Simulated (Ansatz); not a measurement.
## How far PBE and r2SCAN part for Se

The reference is Se (space group P3_121, No. 152; a = 4.535 Å, c = 5.041 Å; made of chains).

(Cell as relaxed with PBE.)

Levels (all Ansatz, an electronic-structure program, PAW): PBE (420 eV, no spin-orbit coupling); r2SCAN (500 eV, no SOC).

Each level relaxes its own structure.

```tsv
quantity	PBE	r2SCAN
volume per atom	29.92 Å³	[?]
lattice parameter a	4.535 Å	[?]
lattice parameter c	5.041 Å	[?]
band gap	1.04 eV	[?]
gap character	indirect, L → H	[?]
electron mass	0.16 mₑ along c, 0.37 mₑ across	[?]
```

Question: Predict the r2SCAN column.

Answer: 
- volume per atom, r2SCAN: 29.25 Å³
- lattice parameter a, r2SCAN: 4.506 Å
- lattice parameter c, r2SCAN: 4.991 Å
- band gap, r2SCAN: 1.33 eV
- gap character, r2SCAN: indirect, L → H
- electron mass, r2SCAN: 0.18 mₑ along c, 0.43 mₑ across

PBE's volume per atom lies 0.67 Å³ above r2SCAN's (2.3 %); PBE's lattice parameter a lies 0.029 Å above r2SCAN's (0.6 %); PBE's lattice parameter c lies 0.050 Å above r2SCAN's (1.0 %); PBE's band gap lies 0.284 eV below r2SCAN's; the two agree on the gap character. Neither level is exact; r2SCAN is the comparison here, not a measurement.

Effective masses come from finite differences of ±0.01 Å⁻¹. No phonon test of stability was made. No dispersion term is included, though the crystal is made of layers, chains or molecules, so its spacings can come out too wide.
